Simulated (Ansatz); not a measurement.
## A computed series for Ge: response to strain

The parent structure is Ge in the diamond structure (space group Fd-3m, No. 227; a = 5.6762 Å). Axes: x, y, z lie along the cube axes.

Strains are applied to the cell and any free atomic positions relax; under biaxial strain the out-of-plane vector relaxes too; under stress the whole cell relaxes.

Method: PBEsol (Ansatz, a first-principles code; PAW; 420 eV plane waves; scalar-relativistic without spin-orbit coupling).

Notes on the quantities. energy relative to the base: free energy F.

| change | shortest interatomic distance | space group | energy relative to the base |
|---|---|---|---|
| base | 2.458 Å | Fd-3m (No. 227) | 0 meV/atom |
| biaxial strain +4.80 %, plane normal [001], relaxed out of plane | 2.507 Å | I4_1/amd (No. 141) | +36 meV/atom |
| biaxial strain +1.48 %, plane normal [111], relaxed out of plane | 2.462 Å | R-3m (No. 166) | +4.8 meV/atom |
| uniaxial strain ε_xx = −4.19 % | 2.424 Å | I4_1/amd (No. 141) | +15 meV/atom |
| uniaxial strain ε_zz = +2.75 % | 2.481 Å | I4_1/amd (No. 141) | +6.0 meV/atom |
| uniaxial stress, 2 GPa compression along z | 2.450 Å | I4_1/amd (No. 141) | +3.3 meV/atom |

Beyond what the load breaks, stability against distortions was not tested.
